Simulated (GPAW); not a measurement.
# Worked example: self-consistent single point of Ag (P6_3/mmc, 4 atoms in the cell) in GPAW

Level of theory: LDA (Perdew-Wang 92), GPAW PAW datasets LDA (gpaw-data 1.0.1) (plane waves; GPAW 25.7.0).

The input file:

```python
from ase import Atoms
from ase.units import GPa
from gpaw import GPAW, PW, FermiDirac

atoms = Atoms(['Ag', 'Ag', 'Ag', 'Ag'],
              cell=[[2.982162, 0.000000, 0.000000],
                    [-1.491081, 2.582628, 0.000000],
                    [0.000000, 0.000000, 9.694625]],
              scaled_positions=[[0.000000, 0.000000, 0.000000],
                                [0.000000, 0.000000, 0.500000],
                                [0.333333, 0.666667, 0.250000],
                                [0.666667, 0.333333, 0.750000]],
              pbc=True)

calc = GPAW(mode=PW(600),
            xc='LDA',
            kpts={'size': (13, 13, 4), 'gamma': True},
            occupations=FermiDirac(0.1),
            nbands=-12,
            convergence={'density': 1e-05, 'energy': 1e-05},
            symmetry={'symmorphic': False, 'tolerance': 0.0005},
            maxiter=150)

atoms.calc = calc

energy = atoms.get_potential_energy()
print('Energy (eV):', round(energy, 6))
forces = atoms.get_forces()
print('Forces (eV/Ang):')
print(forces.round(5))
stress = atoms.get_stress()
print('Stress (GPa, Voigt):', (stress / GPa).round(4))
```

The program printed (abridged):

```
Input parameters:
  convergence: {density: 1e-05,
                energy: 1e-05}
  kpts: {gamma: True,
         size: (13, 13, 4)}
  maxiter: 150
  mode: {ecut: 600.0,
         name: pw}
  nbands: -12
  occupations: {fixmagmom: False,
                name: fermi-dirac,
                width: 0.1}
  symmetry: {symmorphic: False,
             tolerance: 0.0005}

species:
  Ag:
    name: Silver
    Z: 47.0
    valence: 17
    core: 30
    charge: 0.0
    file: Ag.LDA.gz

    # Using partial waves for Ag as LCAO basis

Reference energy: -577858.129014  # eV

Spin-paired calculation

Convergence criteria:
 Maximum [total energy] change in last 3 cyles: 1e-05 eV / valence electron
 Maximum integral of absolute [dens]ity change: 1e-05 electrons / valence electron
 Maximum integral of absolute [eigenst]ate change: 4e-08 eV^2 / valence electron
 Maximum number of scf [iter]ations: 150

Symmetries present (total): 24
Symmetries with fractional translations: 12
676 k-points: 13 x 13 x 4 Monkhorst-Pack grid + [0.000000,0.000000,1/8]
63 k-points in the irreducible part of the Brillouin zone
       k-points in crystal coordinates                weights
   0:     0.00000000    0.00000000    0.00000000          1/676
   1:     0.00000000    0.00000000    0.25000000          2/676
   2:     0.00000000    0.00000000    0.50000000          1/676
   [... 7 lines left out ...]
          ...
  62:     0.46153846    0.46153846    0.50000000          6/676

Wave functions: Plane wave expansion
  Cutoff energy: 600.000 eV
  Number of coefficients (min, max): 2433, 2518
  Pulay-stress correction: 0.000000 eV/Ang^3 (de/decut=0.000000)

Occupation numbers: Fermi-Dirac:
  width: 0.1000  # eV

Eigensolver

Densities:
  Coarse grid: 18*18*56 grid
  Fine grid: 36*36*112 grid
  Total Charge: 0.000000

Density mixing:
  Method: separate
  Backend: pulay
  Linear mixing parameter: 0.05
  old densities: 5
  Damping of long wavelength oscillations: 50

Hamiltonian:
  XC and Coulomb potentials evaluated on a 36*36*112 grid
  External potential:
    NoExternalPotential

Number of atoms: 4
Number of atomic orbitals: 48
Number of bands in calculation: 46
Number of valence electrons: 68
Bands to converge: occupied

Density initialized from atomic densities
  46 bands from LCAO basis set

Atomic positions and initial magnetic moments

Positions:
   0 Ag     0.000000    0.000000    0.000000    ( 0.0000,  0.0000,  0.0000)
   1 Ag     0.000000    0.000000    4.847313    ( 0.0000,  0.0000,  0.0000)
   2 Ag    -0.000001    1.721753    2.423656    ( 0.0000,  0.0000,  0.0000)
   3 Ag     1.491082    0.860875    7.270969    ( 0.0000,  0.0000,  0.0000)

Unit cell:
           periodic     x           y           z      points  spacing
  1. axis:    yes    2.982162    0.000000    0.000000    18     0.1435
  2. axis:    yes   -1.491081    2.582628    0.000000    18     0.1435
  3. axis:    yes    0.000000    0.000000    9.694625    56     0.1731

  Lengths:   2.982162   2.982162   9.694625
  Angles:   90.000000  90.000000 120.000000

Effective grid spacing dv^(1/3) = 0.1602

     iter     time        total  log10-change:
                         energy   eigst   dens
iter:   1 --:--:--   -16.327532
iter:   2 --:--:--   -16.054913   -2.31  -1.51
iter:   3 --:--:--   -15.322092   -1.86  -1.55
iter:   4 --:--:--   -15.237240   -3.50  -2.13
iter:   5 --:--:--   -15.223591   -3.31  -2.09
iter:   6 --:--:--   -15.208228   -3.69  -2.54
iter:   7 --:--:--   -15.209456   -5.12  -3.19
iter:   8 --:--:--   -15.208192   -5.48  -2.98
iter:   9 --:--:--   -15.207700   -5.24  -3.23
iter:  10 --:--:--   -15.207706c  -7.08  -4.27
iter:  11 --:--:--   -15.207697c  -7.18  -4.20
iter:  12 --:--:--   -15.207696c  -8.42c -4.49
iter:  13 --:--:--   -15.207696c  -8.19c -4.58
iter:  14 --:--:--   -15.207696c -10.00c -5.22c

Converged after 14 iterations.

Dipole moment: (-0.000000, 0.000000, -0.000000) |e|*Ang

Energy contributions relative to reference atoms: (reference = -577858.129014)

Kinetic:        -27.978451
Potential:      +20.143413
External:        +0.000000
XC:              -7.860433
Entropy (-ST):   -0.045839
Local:           +0.510694
SIC:             +0.000000
--------------------------
Free energy:    -15.230616
Extrapolated:   -15.207696

Showing only first 2 kpts
 Kpt  Band  Eigenvalues  Occupancy
  0    32      3.45215    2.00000
  0    33      3.80190    2.00000
  0    34      3.80190    2.00000
  0    35      6.49659    1.88024

  1    32      3.52639    2.00000
  1    33      3.76211    2.00000
  1    34      3.76211    2.00000
  1    35      5.73412    1.99994

Fermi level: 6.77195

No gap
No difference between direct/indirect transitions
Energy (eV): -15.207696

Forces in eV/Ang:
  0 Ag    0.00000    0.00000    0.00000
  1 Ag    0.00000    0.00000    0.00000
  2 Ag    0.00000   -0.00000    0.00000
  3 Ag    0.00000    0.00000   -0.00000

Stress tensor:
     0.087528     0.000000     0.000000
     0.000000     0.087528     0.000000
     0.000000     0.000000     0.080361
Stress (GPa, Voigt): [14.0235 14.0235 12.8752  0.      0.      0.    ]
```

The run converged in 14 iterations. GPAW prints stress with tension positive.

The starting cell comes from a database of computed structures (which also holds hypothetical and non-ambient phases and stackings), without a prior relaxation at this level. Its lattice was rescaled by a random factor within 2.5 % of one. With a pressure of about -14 GPa the cell is away from its equilibrium volume at this level.

Cost on one core of a shared machine: roughly 4 min.
